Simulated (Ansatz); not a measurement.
Start from KF in the rock salt structure (space group Fm-3m, No. 225).

```xyz
2
Lattice="0.0000 2.6534 2.6534 2.6534 0.0000 2.6534 2.6534 2.6534 0.0000" Properties=species:S:1:pos:R:3 pbc="T T T"
K      0.0000     0.0000     0.0000
F      2.6534     2.6534     2.6534
```

Cartesian axes are those of the cell as printed.

Calculations: PBEsol, PAW, 420 eV (Ansatz, a program for electronic structure; no spin-orbit coupling).

For the base:

The valence-band top at Γ is 0.00, 0.00, 0.00 eV.

Modification: tensor shear ε_xy = +0.86 % (engineering shear γ = 0.0172), atoms relaxed at fixed cell.

Task: Predict the new stress and valence-band top at Γ.

Result: The stress (xx, yy, zz, yz, xz, xy; compression positive) is (-0.01, -0.01, -0.01, 0.00, 0.00, -0.23) GPa; the valence-band top at Γ (three highest levels, from the VBM) changes from 0.00, 0.00, 0.00 eV to 0.00, -0.01, -0.02 eV.

The levels and masses belong to the bands next to the band gap. The cells carry an imposed strain or load. Whether these cells are dynamically stable was not tested.
